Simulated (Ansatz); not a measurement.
The starting structures come from a database of crystals and need not be the phases stable at ambient conditions.

Evanescent states of RbNbAsClO$_{5}$ (P4/nmm, not sure to be the ambient phase, 18 atoms a cell, 20.2 Å³ an atom, -5 GPa at this level) along the normal of (001)

All values below come from r2SCAN (plane waves, PAW; Ansatz, a first-principles code).

The gap is the functional's own. No spin-orbit coupling. Mid-gap values are interpolated on the energy grid.

Energies count from the valence-band top; κ is the least over a 6×6 mesh across the current.

```tsv
E (eV)	κ (1/Å)	where
0.09	0.119	Γ
0.27	0.196	off Γ
0.45	0.239	off Γ
0.63	0.272	off Γ
0.81	0.297	off Γ
0.99	0.318	off Γ
1.17	0.335	off Γ
1.35	0.350	off Γ
1.53	0.362	Γ
1.71	0.372	Γ
1.89	0.381	Γ
2.07	0.388	Γ
2.25	0.394	Γ
2.43	0.398	Γ
2.61	0.402	Γ
2.79	0.404	Γ
2.97	0.405	Γ
3.15	0.403	off Γ
3.33	0.396	off Γ
3.51	0.370	off Γ
```

Task: How thick must the barrier be to attenuate the transmission by 10^6 when the electrodes' Fermi level lies at 1.35 eV, and what attenuation does that film give at 2.43 eV?

Result: d = 6 ln 10 / (2 × 0.350) = 19.7 Å. At 2.43 eV it gives 6 × 0.398/0.350 = 6.8 decades.
